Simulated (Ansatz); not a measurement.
BP (I-4m2), Ansatz (a program for electronic structure) with r2SCAN with spin-orbit coupling, rigid bands: Condition of this run: biaxial stress in (001) of -12 GPa (compression positive) (the target of the relaxation). band gap 0.69 eV, N_c = 1.24e19 cm⁻³ and N_v = 3.50e18 cm⁻³ at 300 K, conductivity masses along y (a = (0.00, 2.34, 2.22) Å; b = (2.34, 0.00, 2.22) Å; c = (2.34, 2.34, 0.00) Å) of 0.232 mₑ (electrons) and 0.250 mₑ (holes). Take k_BT = 0.02585 eV.

Problem. Find the intrinsic carrier density and the intrinsic Fermi level.

Solution. n_i = √(N_c N_v) exp(−E_g/2k_BT) = 6.59e18 × exp(−13.35) = 1.1e13 cm⁻³. The level lies (k_BT/2) ln(N_v/N_c) = -16 meV from mid-gap (positive towards the conduction band). Each 0.1 eV added to the gap lowers n_i by a factor of 6.9.

Problem. What built-in voltage has an abrupt junction with N_A = 1e17 and N_D = 1e18 cm⁻³, all dopants ionised?

Solution. V_bi = E_g/e − (k_BT/e) ln(N_c N_v/(N_A N_D)) = 0.69 − 0.02585 × 6.07 = 0.53 V. It follows the computed gap one for one.

Problem. What thermal injection velocity √(2k_BT/πm) limits a ballistic channel along the direction named?

Solution. 1.12e7 cm/s for electrons and 1.08e7 cm/s for holes, a ratio of √(m_h/m_e) = 1.04, for dilute carriers.

Rigid, parabolic bands with the computed gap; masses take one relaxation time for all states. Geometry: cell and atoms relaxed with PBEsol.
